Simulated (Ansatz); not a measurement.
Start from Y in the hcp (Mg type) structure (space group P6_3/mmc, No. 194; a = 3.6809 Å, c = 5.7213 Å; relaxed with 0.1 eV smearing). Axes: x lies along a and z along c of the hexagonal cell.

Level of theory: r2SCAN/PAW in Ansatz (an electronic-structure program), no SOC, earlier PAW set.

Base values:

```
Item                                Value
-----------------------------  ----------
Pressure                          0.0 GPa
Shortest interatomic distance  6.734 bohr
```

The change: a pure shear with ε_xy = ε_yx = -0.0082, atoms relaxed at fixed cell.

Task: What happens to the energy relative to the base, largest internal atomic displacement, pressure and shortest interatomic distance?

Result: The energy grows by 0.6 meV/atom; the largest internal atomic displacement is 0.014 Å; the pressure (mean of the normal stresses, compression positive) stays 0.0 GPa; the shortest interatomic distance shrinks by 0.0097 bohr (6.734 bohr → 6.725 bohr).

The cells carry an imposed strain or load. No phonon test of stability was made. All final runs are without spin polarisation.
